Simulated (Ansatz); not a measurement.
For LiF (model structure, F-43m, No. 216), PBE-D3(BJ) (Ansatz, a first-principles code, PAW) gives:

- lattice parameter a = 4.302 Å
- cohesive energy = 4.47 eV/atom
- band gap = 7.88 eV

Task: What does r²SCAN (Ansatz, PAW) give for the same quantities?

Result: 
- lattice constant a: 4.289 Å (drops by 0.3 %)
- cohesive energy: 4.36 eV/atom (falls by 0.11 eV/atom)
- band gap: 8.67 eV (grows by 0.79 eV)

Changes are worked out from the printed values.

Unless a cell is named, each level is at its own relaxed cell (PBE-D3(BJ) 9.95, r²SCAN 9.86 Å³/atom).

Density-functional gaps are differences of (generalised) Kohn–Sham levels.

Ansatz's density-functional and Hartree–Fock values are scalar-relativistic unless marked +SOC, with PAW data made under PBE.

A model structure was made by putting elements into a prototype or built by hand; it is no filed structure, need not be a known phase, and can be a saddle point held by its symmetry.
